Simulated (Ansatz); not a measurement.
**A computed series for ZnS: response to strain**

The parent structure is ZnS in the zinc blende structure (space group F-43m, No. 216).

```yaml
crystal:
  lattice:
    - [0.00000, 2.64841, 2.64841]
    - [2.64841, 0.00000, 2.64841]
    - [2.64841, 2.64841, 0.00000]
  atoms:
    - { symbol: Zn, position: [0.00000, 0.00000, 0.00000] }
    - { symbol: S, position: [0.75000, 0.75000, 0.75000] }
```

Cartesian axes are those of the cell as printed.

Strains are applied to the cell and any free atomic positions relax; under biaxial strain the out-of-plane vector relaxes too.

All numbers come from Ansatz (a program for electronic structure) LDA, without spin-orbit coupling.

Candidates:
(a) biaxial strain +0.50 %, plane normal [001], relaxed out of plane
(b) biaxial strain −3.00 %, plane normal [001], relaxed out of plane
(c) biaxial strain +2.00 %, plane normal [001], relaxed out of plane

Q: Order them by out-of-plane strain, highest first.

A: (b) biaxial strain −3.00 %, plane normal [001], relaxed out of plane (+3.58 %), (a) biaxial strain +0.50 %, plane normal [001], relaxed out of plane (-0.62 %), (c) biaxial strain +2.00 %, plane normal [001], relaxed out of plane (-2.49 %)

No phonon test of stability was made.
